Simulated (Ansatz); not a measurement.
## Hypothetical P6_422 BAs, pressure series

Take BAs (space group P6_422, No. 181; a = 3.4587 Å, c = 7.4818 Å; a hypothetical phase, not in the database extracts checked) as the base.

Cell and atoms are relaxed at each pressure.

Computed with Ansatz (a quantum-chemistry and plane-wave program), PBE, PAW, cutoff 420 eV, scalar-relativistic without spin-orbit coupling.

```json
[
 {"P (GPa)": "-2.00", "V (Å³/atom)": "13.117"},
 {"P (GPa)": "-1.00", "V (Å³/atom)": "13.016"},
 {"P (GPa)": "0.30", "V (Å³/atom)": "12.891"},
 {"P (GPa)": "0.70", "V (Å³/atom)": "12.853"},
 {"P (GPa)": "1.50", "V (Å³/atom)": "12.781"},
 {"P (GPa)": "3.00", "V (Å³/atom)": "12.650"},
 {"P (GPa)": "4.99", "V (Å³/atom)": "12.485"},
 {"P (GPa)": "7.49", "V (Å³/atom)": "12.295"},
 {"P (GPa)": "9.99", "V (Å³/atom)": "12.117"}
]
```

A third-order Birch–Murnaghan fit to these points gives V₀ = 12.92 Å³/atom, B₀ = 136 GPa and B₀′ = 4.3. At pressure 10 GPa the volume is 93.8 % of V₀.

Between the base and pressure 10 GPa the gap moves from 0.48 eV to 0.29 eV, a mean slope of -18 meV/GPa.

Load acts through the strain it causes; cell and atoms are relaxed under it. Stability against distortions was not tested. No other phases were tried under pressure. The base started in P3_121 and relaxed to P6_422 at this level. The zero or small gap of BAs under pressure 10 GPa can change with the level of theory.
